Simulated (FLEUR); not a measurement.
Worked example: self-consistent single point of Al (Fm-3m, 1 atom in the cell) in FLEUR.

Method: PBEsol, all-electron FLAPW (FLEUR), scalar-relativistic valence.

```
Al
1.0
    0.00000     2.03107     2.03107
    2.03107     0.00000     2.03107
    2.03107     2.03107     0.00000
Al
1
Direct
  0.00000   0.00000   0.00000
```

Reference input (self-consistent single point, DFT, PBEsol, all-electron FLAPW (FLEUR), scalar-relativistic valence): Kmax = 4 1/bohr; GmaxXC = 16 1/bohr; xcFunctional = PBEs; jspins = 1; l_soc = F; mode = hist; fermiSmearingEnergy = 0.00367493 Htr; mesh (inpgen div1-3) = 10 10 10; inpgen gamma flag = true; Gmax = 16 1/bohr; numbands = 0; maxIterBroyd = 15. This run's input differs from it in these lines:

```diff
@@ -14,3 +14,3 @@
 &exco xctyp='PBEs' /
-&kpt div1=10 div2=10 div3=10 gamma=t /
+&kpt div1=9 div2=9 div3=9 /
 &end /
@@ -34,3 +34,3 @@
    <cell>
-      <bzIntegration valenceElectrons="3.0" mode="hist" fermiSmearingEnergy="0.00367493">
+      <bzIntegration valenceElectrons="3.0" mode="hist" fermiSmearingEnergy="0.00073499">
          <kPointListSelection listName="default-1"/>
```

Output, abridged:

```
      Welcome to FLEUR        (www.flapw.de)
      MaX-Release 8.1          (www.max-centre.eu)

 ========== k-point set info ==========
 Selected k-point list: default-1
 k-point list type: mesh
 9 x 9 x 9
 Number of k points: 35

 ------------Calculation Setup---------------------------
           1           5           7          35
 Number of basis functions:          130
 Instability in determination of fermi-level,
 doubled temperature broading to continue
 Instability in determination of fermi-level,
 doubled temperature broading to continue
 Instability in determination of fermi-level,
 doubled temperature broading to continue
 Instability in determination of fermi-level,
 doubled temperature broading to continue
 Instability in determination of fermi-level,
 doubled temperature broading to continue
 Instability in determination of fermi-level,
 doubled temperature broading to continue
 Instability in determination of fermi-level,
 doubled temperature broading to continue
 Instability in determination of fermi-level,
 doubled temperature broading to continue
 Instability in determination of fermi-level,
 doubled temperature broading to continue
 Instability in determination of fermi-level,
 doubled temperature broading to continue
 Instability in determination of fermi-level,
 doubled temperature broading to continue
 Instability in determination of fermi-level,
 doubled temperature broading to continue
 Instability in determination of fermi-level,
 doubled temperature broading to continue
 Instability in determination of fermi-level,
 doubled temperature broading to continue
 Instability in determination of fermi-level,
 doubled temperature broading to continue
 Instability in determination of fermi-level,
 doubled temperature broading to continue
 Instability in determination of fermi-level,
 doubled temperature broading to continue
 Instability in determination of fermi-level,
 doubled temperature broading to continue
 Instability in determination of fermi-level,
 doubled temperature broading to continue
 Instability in determination of fermi-level,
 doubled temperature broading to continue
 Instability in determination of fermi-level,
 doubled temperature broading to continue
**************FLEUR-Error*****************
Error message: Determination of fermi-level did not converge
Error occurred in subroutine: ef_newton
Hint: change temp. broad., set gauss = T, or use finer k mesh
Error from PE:0/1
 Last known location:
```

The program stopped with an error. 

The starting cell has typed, rounded lattice constants, without a prior relaxation at this level. Its lattice was rescaled by up to half a per cent. Values depend on the basis (sphere radii, cutoffs, local orbitals), which need not be converged.
